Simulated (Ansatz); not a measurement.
Reference: Ge (Fd-3m), HSE06, rigid bands (plane waves, PAW, scalar-relativistic; Ansatz, a quantum-chemistry and plane-wave program); axes and stresses refer to this cell.

```
CELL_PARAMETERS angstrom
      0.00000     2.83809     2.83809
      2.83809     0.00000     2.83809
      2.83809     2.83809     0.00000
ATOMIC_POSITIONS crystal
  Ge 0.00000 0.00000 0.00000
  Ge 0.25000 0.25000 0.25000
```

The hole conductivity mass is 0.24 mₑ. The Seebeck coefficient, n-type 1e19 cm⁻³ is -226 μV/K and the band gap comes out as 0.77 eV.

**Question.** Change: biaxial stress in (001) of 2.8 GPa (compression positive). What happens to hole conductivity mass, Seebeck coefficient, n-type 1e19 cm⁻³, band gap?

**Answer.** hole conductivity mass decreases to 0.181 mₑ; Seebeck coefficient, n-type 1e19 cm⁻³ rises in size to -246 μV/K; band gap shrinks to 0.73 eV.

Masses are for dilute carriers at 300 K, harmonic means over directions unless an axis is named. Seebeck coefficients are for the stated density at 300 K, with one relaxation time for all states and whether or not that doping can be reached. Spin-orbit coupling is left out unless a row names it; without it hole values are far off for these elements. Stresses and pressures are the targets of the relaxation.  The structure type is held under load, also where the real crystal would transform.
